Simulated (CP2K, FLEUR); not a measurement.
A FLEUR input for a self-consistent single point of GaSb (F-43m, 2 atoms in the cell) (DFT, PBE, all-electron FLAPW (FLEUR), scalar-relativistic valence):

Input of the input generator:

```
GaSb crystal
&input film=f /
0.0000000000 3.0500000000 3.0500000000
3.0500000000 0.0000000000 3.0500000000
3.0500000000 3.0500000000 -0.0000000000
1.8897261246
1.0 1.0 1.0

2
31 0.0000000000 0.0000000000 0.0000000000
51 0.2500000000 0.2500000000 0.2500000000

&comp jspins=1 /
&kpt div1=8 div2=8 div3=8 gamma=t /
&end /
```

```xml
<?xml version="1.0" encoding="UTF-8" standalone="no"?>
<fleurInput fleurInputVersion="0.39">
   <comment>
      GaSb crystal                                                                                        
   </comment>
   <calculationSetup>
      <cutoffs Kmax="4.3" Gmax="17.2" GmaxXC="17.2" numbands="0"/>
      <scfLoop itmax="100" minDistance="0.00001" maxIterBroyd="15" imix="Anderson" alpha="0.05" precondParam="0.0" spinf="2.0"/>
      <coreElectrons ctail="T" frcor="F" kcrel="0" coretail_lmax="0"/>
      <xcFunctional name="pbe" relativisticCorrections="F"/>
      <magnetism jspins="1"/>
      <soc l_soc="F" theta="0.0" phi="0.0" spav="F"/>
      <expertModes spex="0" secvar="F"/>
      <geometryOptimization l_f="T" forcealpha="1.0" forcemix="BFGS" epsdisp="0.00001" epsforce="0.00001"/>
      <ldaU l_linMix="F" mixParam="0.05" spinf="1.0"/>
   </calculationSetup>
   <cell>
      <bzIntegration valenceElectrons="28.0" mode="hist" fermiSmearingEnergy="0.00036749">
         <kPointListSelection listName="default-1"/>
         <!-- k-points included here -->
         <xi:include xmlns:xi="http://www.w3.org/2001/XInclude" href="kpts.xml"> </xi:include>
      </bzIntegration>
      <!-- symmetry operations included here -->
      <xi:include xmlns:xi="http://www.w3.org/2001/XInclude" href="sym.xml"> </xi:include>
      <bulkLattice scale="1.0">
         <bravaisMatrix>
            <row-1>    0.0000000000000000     5.7636646800299998     5.7636646800299998</row-1>
            <row-2>    5.7636646800299998     0.0000000000000000     5.7636646800299998</row-2>
            <row-3>    5.7636646800299998     5.7636646800299998     0.0000000000000000</row-3>
         </bravaisMatrix>
      </bulkLattice>
   </cell>
   <atomSpecies>
      <species name="Gallium (Ga)" element="Ga" atomicNumber="31">
         <mtSphere radius="2.33" gridPoints="803" logIncrement="0.015"/>
         <atomicCutoffs lmax="10" lnonsphr="8"/>
         <electronConfig flipSpins="F">
            <coreConfig>(1s1/2) (2s1/2) (2p1/2) (2p3/2) (3s1/2) (3p1/2) (3p3/2)</coreConfig>
            <valenceConfig>(4s1/2) (3d3/2) (3d5/2) (4p1/2) (4p3/2)</valenceConfig>
            <stateOccupation state="(4p1/2)" spinUp="0.1666666666667" spinDown="0.1666666666667"/>
            <stateOccupation state="(4p3/2)" spinUp="0.3333333333333" spinDown="0.3333333333333"/>
         </electronConfig>
         <energyParameters s="4" p="4" d="3" f="4"/>
         <lo type="HELO" l="2" n="4" eDeriv="0"/>
      </species>
      <species name="Antimony (Sb)" element="Sb" atomicNumber="51">
         <mtSphere radius="2.33" gridPoints="803" logIncrement="0.016"/>
         <atomicCutoffs lmax="10" lnonsphr="8"/>
         <electronConfig flipSpins="F">
            <coreConfig>(1s1/2) (2s1/2) (2p1/2) (2p3/2) (3s1/2) (3p1/2) (3p3/2) (4s1/2) (3d3/2) (3d5/2) (4p1/2) (4p3/2)</coreConfig>
            <valenceConfig>(5s1/2) (4d3/2) (4d5/2) (5p1/2) (5p3/2)</valenceConfig>
            <stateOccupation state="(5p1/2)" spinUp="0.5" spinDown="0.5"/>
            <stateOccupation state="(5p3/2)" spinUp="1.0" spinDown="1.0"/>
         </electronConfig>
         <energyParameters s="5" p="5" d="5" f="4"/>
         <lo type="SCLO" l="2" n="4" eDeriv="0"/>
      </species>
   </atomSpecies>
   <atomGroups>
      <atomGroup species="Gallium (Ga)">
         <relPos label="                   1">.0000000000 .0000000000 .0000000000</relPos>
         <force calculate="T" relaxXYZ="TTT"/>
      </atomGroup>
      <atomGroup species="Antimony (Sb)">
         <relPos label="                   2">1.000/4.000 1.000/4.000 1.000/4.000</relPos>
         <force calculate="T" relaxXYZ="TTT"/>
      </atomGroup>
   </atomGroups>
   <output dos="F" band="F" slice="F">
      <checks vchk="F" cdinf="F"/>
      <bandDOS minEnergy="-.5*Htr" maxEnergy="0.5*Htr" sigma="0.015" storeEVData="T"/>
      <vacuumDOS vacdos="F" integ="F" star="F" nstars="0" locx1="0.0" locy1="0.0" locx2="0.0" locy2="0.0" nstm="0" tworkf="0.0"/>
      <unfoldingBand unfoldBand="F" supercellX="1" supercellY="1" supercellZ="1"/>
      <plotting iplot="0" polar="F">
         <plot TwoD="T" vec1="  1.0  0.0  0.0" vec2="  0.0  1.0  0.0" vec3="  0.0  0.0  1.0" zero="  0.0  0.0  0.0" file="plot"/>
      </plotting>
      <chargeDensitySlicing numkpt="0" minEigenval="0.0" maxEigenval="0.0" nnne="0" pallst="F"/>
      <specialOutput eonly="F"/>
      <magneticCircularDichroism mcd="F" energyLo="-10.0" energyUp="0.0"/>
   </output>
  <!-- We include the file relax.xml here to enable relaxations (see documentation) -->
  <xi:include xmlns:xi="http://www.w3.org/2001/XInclude" href="relax.xml"> <xi:fallback/> </xi:include>
</fleurInput>
```

Question: Give the CP2K input for the same structure, mesh, smearing and functional.

Answer: One input that does it (others would too):

```
&GLOBAL
  PROJECT gasb
  RUN_TYPE ENERGY_FORCE
  PRINT_LEVEL MEDIUM
&END GLOBAL
&FORCE_EVAL
  METHOD Quickstep
  STRESS_TENSOR ANALYTICAL
  &DFT
    BASIS_SET_FILE_NAME BASIS_MOLOPT
    POTENTIAL_FILE_NAME GTH_POTENTIALS
    &QS
      METHOD GPW
      EPS_DEFAULT 1E-10
    &END QS
    &MGRID
      CUTOFF 600
      REL_CUTOFF 50
      NGRIDS 5
    &END MGRID
    &SCF
      SCF_GUESS ATOMIC
      EPS_SCF 1E-7
      MAX_SCF 100
      ADDED_MOS 4
      &DIAGONALIZATION
        ALGORITHM STANDARD
      &END DIAGONALIZATION
      &MIXING
        METHOD BROYDEN_MIXING
        ALPHA 0.2
        NBUFFER 12
      &END MIXING
      &SMEAR ON
        METHOD FERMI_DIRAC
        ELECTRONIC_TEMPERATURE [K] 116.05
      &END SMEAR
    &END SCF
    &KPOINTS
      SCHEME MONKHORST-PACK 8 8 8
      GAMMA_CENTERED T
    &END KPOINTS
    &XC
      &XC_FUNCTIONAL PBE
      &END XC_FUNCTIONAL
    &END XC
    &PRINT
      &MO
        EIGENVALUES T
        OCCUPATION_NUMBERS T
        NDIGITS 8
        FILENAME mo
        &EACH
          QS_SCF 0
        &END EACH
        ADD_LAST NUMERIC
      &END MO
      &MULLIKEN ON
      &END MULLIKEN
    &END PRINT
  &END DFT
  &SUBSYS
    &CELL
      A 4.31335100 0.00000000 0.00000000
      B 2.15667600 3.73547200 0.00000000
      C 2.15667600 1.24515700 3.52183700
      PERIODIC XYZ
    &END CELL
    &COORD
      Ga       0.00000000     0.00000000     0.00000000
      Sb       2.15667575     1.24515725     0.88045925
    &END COORD
    &KIND Ga
      BASIS_SET DZVP-MOLOPT-SR-GTH-q13
      POTENTIAL GTH-PBE-q13
    &END KIND
    &KIND Sb
      BASIS_SET DZVP-MOLOPT-SR-GTH-q5
      POTENTIAL GTH-PBE-q5
    &END KIND
  &END SUBSYS
  &PRINT
    &FORCES ON
    &END FORCES
    &STRESS_TENSOR ON
    &END STRESS_TENSOR
  &END PRINT
&END FORCE_EVAL
```

Basis, cutoffs, solver keys and any potentials are the target program's own. This input uses DFT PBE, GPW, DZVP-MOLOPT-SR-GTH basis, GTH-PBE potentials (GTH_POTENTIALS). Both were run: gap on the mesh 0.099 eV in FLEUR and 0.137 in CP2K.

On FLEUR: the starting cell has typed, rounded lattice constants, without a prior relaxation at this level. Spin-orbit coupling is off. Values depend on the basis (sphere radii, cutoffs, local orbitals), which need not be converged.

On CP2K: the starting cell has typed, rounded lattice constants, without a prior relaxation at this level. Spin-orbit coupling is off. Values carry the incompleteness of an atom-centred basis. With a pressure of about 3 GPa the cell is away from its equilibrium volume at this level.
